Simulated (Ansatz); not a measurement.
**Elastic constant C44 of B20 (FeSi-type) MnSi at several levels of theory**

No measured value is used here.

```csv
level (code),value (GPa),cell (Å³/atom)
LDA (Ansatz),164,10.85
PBE (Ansatz),145,11.52
PBEsol (Ansatz),157,11.17
```

Spin-polarised runs: LDA (parallel moments), PBE (parallel moments), PBEsol (parallel moments). Each level is taken at its own relaxed cell. Ansatz's density-functional and Hartree–Fock values are scalar-relativistic unless marked +SOC, with PAW data made under PBE.

Ansatz is a quantum-chemistry and plane-wave program.
